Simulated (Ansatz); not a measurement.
Consider CdSe in the wurtzite structure (space group P6_3mc, No. 186).

```xyz
4
Lattice="4.3400 0.0000 0.0000 -2.1700 3.7585 0.0000 0.0000 0.0000 7.0780" Properties=species:S:1:pos:R:3 pbc="T T T"
Cd     2.1700     1.2528     0.0040
Cd     0.0000     2.5057     3.5430
Se     2.1700     1.2528     4.4212
Se     0.0000     2.5057     0.8822
```

Computed with r2SCAN in Ansatz (plane waves to 500 eV, PAW, spin-orbit coupling left out).

Before the change:

The band gap comes out as 1.11 eV and the lattice parameter a is 4.340 Å.

Perturbation: cell and atoms relaxed at a pressure of 0.3 GPa.

Q: What does the calculation give for the band gap after the change?

A: The band gap rises by 0.01 eV to 1.12 eV.

Q: What does the calculation give for the lattice parameter a after the change?

A: The lattice parameter a drops by 0.008 Å to 4.332 Å.

Load acts through the strain it causes; cell and atoms are relaxed under it. Stability against distortions was not tested.

Ansatz is a quantum-chemistry and plane-wave program.
